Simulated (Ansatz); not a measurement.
The reference is ZnS (space group R3m, No. 160).

```cif
data_S3Zn3
_chemical_formula_sum 'Zn3 S3'
_space_group_name_H-M_alt 'P 1'
_space_group_IT_number 1
_cell_length_a 9.55305
_cell_length_b 9.55305
_cell_length_c 9.55305
_cell_angle_alpha 22.845
_cell_angle_beta 22.845
_cell_angle_gamma 22.845
loop_
_space_group_symop_operation_xyz
  'x, y, z'
loop_
_atom_site_label
_atom_site_type_symbol
_atom_site_fract_x
_atom_site_fract_y
_atom_site_fract_z
_atom_site_occupancy
Zn1 Zn 0.00001 0.00001 0.00001 1
Zn2 Zn 0.77770 0.77770 0.77770 1
Zn3 Zn 0.55543 0.55543 0.55543 1
S1 S 0.91674 0.91674 0.91674 1
S2 S 0.47217 0.47217 0.47217 1
S3 S 0.69460 0.69460 0.69460 1
```

Levels (all Ansatz, a first-principles code, PAW): PBEsol (420 eV, no SOC); r2SCAN (500 eV, no spin-orbit coupling); HSE06 (420 eV, no spin-orbit coupling).

At the geometry relaxed with PBEsol, these levels gave the following band gaps, in shuffled order: (a) 3.51 eV, (b) 2.13 eV, (c) 2.84 eV.

### Question
Match each gap to its level.

### Answer
(a) HSE06; (b) PBEsol; (c) r2SCAN.

Single points use the geometry relaxed with PBEsol. Stability against distortions was not tested. This is not the structure that ZnS has at room temperature and ambient pressure.
